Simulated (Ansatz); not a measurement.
The reference is MoSi2 (space group I4/mmm, No. 139; a = 3.217 Å, c = 7.875 Å; relaxed with 0.1 eV smearing). Axes: x, y, z lie along a, b, c of the conventional cell.

Structures relaxed with DFT with PBE, PAW potentials and a 420 eV plane-wave cutoff in Ansatz (a quantum-chemistry and plane-wave program), spin-orbit coupling left out.

Base:

Simulated powder pattern, Cu Kα1, λ = 1.54056 Å (kinematic, ideal powder, no thermal factors, no anomalous dispersion; the 14 strongest lines at most, above 2 %, up to 2θ = 90°):

```json
[
 {"2θ (°)": "22.56", "I/Imax (%)": "32", "hkl": "(002)"},
 {"2θ (°)": "29.98", "I/Imax (%)": "60", "hkl": "(101)"},
 {"2θ (°)": "39.59", "I/Imax (%)": "71", "hkl": "(110)"},
 {"2θ (°)": "44.51", "I/Imax (%)": "100", "hkl": "(103)"},
 {"2θ (°)": "46.05", "I/Imax (%)": "19", "hkl": "(112)"},
 {"2θ (°)": "57.23", "I/Imax (%)": "23", "hkl": "(200)"},
 {"2θ (°)": "62.31", "I/Imax (%)": "7.4", "hkl": "(202)"},
 {"2θ (°)": "62.33", "I/Imax (%)": "6.7", "hkl": "(114)"},
 {"2θ (°)": "65.95", "I/Imax (%)": "12", "hkl": "(211)"},
 {"2θ (°)": "65.99", "I/Imax (%)": "6.5", "hkl": "(105)"},
 {"2θ (°)": "71.88", "I/Imax (%)": "5.8", "hkl": "(006)"},
 {"2θ (°)": "75.26", "I/Imax (%)": "41", "hkl": "(213)"},
 {"2θ (°)": "85.26", "I/Imax (%)": "7.6", "hkl": "(220)"},
 {"2θ (°)": "85.31", "I/Imax (%)": "15", "hkl": "(116)"}
]
```

After one change:

Simulated powder pattern, Cu Kα1, λ = 1.54056 Å (kinematic, ideal powder, no thermal factors, no anomalous dispersion; the 14 strongest lines at most, above 2 %, up to 2θ = 90°):

```tsv
2θ (°)	I/Imax (%)
22.60	31
29.86	60
39.38	72
44.47	100
45.89	19
56.92	24
62.03	7.5
62.25	6.7
65.60	12
66.03	6.5
72.02	5.8
74.96	41
84.74	7.7
85.32	15
```

Problem. Which change produced these results?
A) biaxial strain +1.50 %, plane normal [001], relaxed out of plane
B) biaxial strain +0.50 %, plane normal [001], relaxed out of plane
C) biaxial strain +2.50 %, plane normal [001], relaxed out of plane
D) biaxial strain −2.00 %, plane normal [001], relaxed out of plane

Solution. B, biaxial strain +0.50 %, plane normal [001], relaxed out of plane. Its volume per atom is 13.69 Å³ against 13.58 Å³, and its space group is I4/mmm (No. 139).

Whether these cells are dynamically stable was not tested. The final runs are not spin-polarised.
